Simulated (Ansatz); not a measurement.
Take Mg3Sb2 (space group P-3m1, No. 164; a = 4.596 Å, c = 7.272 Å) as the base.

Computed with Ansatz (a program for electronic structure), PBE, PAW, cutoff 420 eV, scalar-relativistic without spin-orbit coupling.

Base values:

The smallest direct gap comes out as 1.02 eV. The valence-band top at Γ is 0.00, -0.39, -0.39 eV.

The change: cell and atoms relaxed at a pressure of 4.2 GPa.

Problem. Predict the new electron mass, smallest direct gap and valence-band top at Γ.

Solution. The electron mass amounts to 0.21 mₑ along c, 0.35 mₑ across (at K); the smallest direct gap rises by 0.255 eV, from 1.02 eV to 1.27 eV; the valence-band top at Γ (three highest levels, from the VBM) goes from 0.00, -0.39, -0.39 eV to 0.00, -0.47, -0.47 eV.

With Sb present, leaving out spin-orbit coupling can change the band edges. Load acts through the strain it causes; cell and atoms are relaxed under it. Masses are band curvatures over ±0.01 Å⁻¹ around the edge. Whether these cells are dynamically stable was not tested.
